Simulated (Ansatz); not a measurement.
Cells marked so need not be the phases stable at ambient conditions, and some may be hypothetical.

 Where the default PAW files enter, the runs use the earlier of Ansatz's two default sets.

The gap is the functional's own. No spin-orbit coupling. Mid-gap values are interpolated on the energy grid.

A. PbClF (P4/nmm, not sure to be the ambient phase, 6 atoms a cell, 20.4 Å³ an atom, -2 GPa at this level), along the normal of (001)
B. Si3NiP4 (I-42m, not sure to be the ambient phase, 8 atoms a cell, 17.3 Å³ an atom), along the normal of (001)
C. Rb2Te (Fm-3m, anti-fluorite, not sure to be the ambient phase, 3 atoms a cell, 52.3 Å³ an atom), along the normal of (110)
D. Ba2ZnN2 (I4/mmm, not sure to be the ambient phase, 5 atoms a cell, 22.9 Å³ an atom, -3 GPa at this level), along the normal of (110)
E. K$_{2}$PdBr$_{4}$ (P4/mmm, not sure to be the ambient phase, 7 atoms a cell, 34.2 Å³ an atom), along the normal of (100)

Put the candidates in order of mid-gap decay constant of the slowest evanescent state, highest first, for PBEsol (Ansatz, an electronic-structure program).

A (0.32 1/Å), E (0.26 1/Å), C (0.22 1/Å), D (0.14 1/Å), B (0.09 1/Å)
